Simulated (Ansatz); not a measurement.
**InAs: x(Sb) = 0.667, 6 atoms, Imm2**

Base system: InAs in the zinc blende structure (space group F-43m, No. 216; a = 6.109 Å).

The other end (x = 1) is InSb in the zinc blende structure (space group F-43m, No. 216): 35.22 Å³/atom, gap zero.

Perturbation: a fraction x = 0.667 of the As sites is given to Sb, ordered in a cell of 6 atoms (starting symmetry Imm2) and fully relaxed.

All numbers come from r2SCAN (Ansatz, a first-principles code; PAW; 500 eV plane waves; without spin-orbit coupling). Γ-centred 13×13×13 mesh, Fermi–Dirac width 0.05 eV, for the changed cell.

```json
[
 {"quantity": "volume per atom", "base": "28.50 Å³", "changed": "32.86 Å³", "shift": "+4.36 Å³"},
 {"quantity": "density", "base": "5.53 g/cm³", "changed": "5.58 g/cm³", "shift": "+0.05 g/cm³"},
 {"quantity": "shortest interatomic distance", "base": "264.5 pm", "changed": "265.1 pm", "shift": "+0.6 pm"},
 {"quantity": "band gap", "base": "0.08 eV", "changed": "zero", "shift": "–"},
 {"quantity": "mixing energy (to 0.01 eV only: unlike meshes or grids)", "base": "–", "changed": "+0.01 eV/atom", "shift": "–"},
 {"quantity": "deviation of the volume from the linear (Vegard-type) interpolation", "base": "–", "changed": "-0.4 %", "shift": "–"},
 {"quantity": "mean first-shell distances", "base": "–", "changed": "As–In 2.673 Å (end compound 2.645 Å), Sb–In 2.828 Å (end compound 2.839 Å)", "shift": "–"}
]
```

Final structure:

```yaml
crystal:
  lattice:
    - [-2.26594, 6.79747, 3.20047]
    - [2.26594, -6.79747, 3.20047]
    - [2.26594, 6.79747, -3.20047]
  atoms:
    - { symbol: Sb, position: [0.41431, 0.24860, 0.16571] }
    - { symbol: As, position: [0.75238, 0.25238, 0.50000] }
    - { symbol: Sb, position: [0.08289, 0.24860, 0.83429] }
    - { symbol: In, position: [0.66841, 0.01020, 0.65821] }
    - { symbol: In, position: [0.98003, 0.98003, 0.00000] }
    - { symbol: In, position: [0.35199, 0.01020, 0.34179] }
```

Cost of the whole job for the changed cell (relaxation, final SCF and bands): around 30 core-minutes (rough).

Each cell is one ordered arrangement of few atoms, which overstates ordering effects compared with a random alloy. With Sb present, leaving out spin-orbit coupling can change the band edges. No phonon test of stability was made. The final runs are not spin-polarised. Gaps under 0.05 eV, about the width of the smearing, are given as zero. A zero or small gap of In3Sb2As, InAs and InSb can be the functional's error rather than a property of the material.
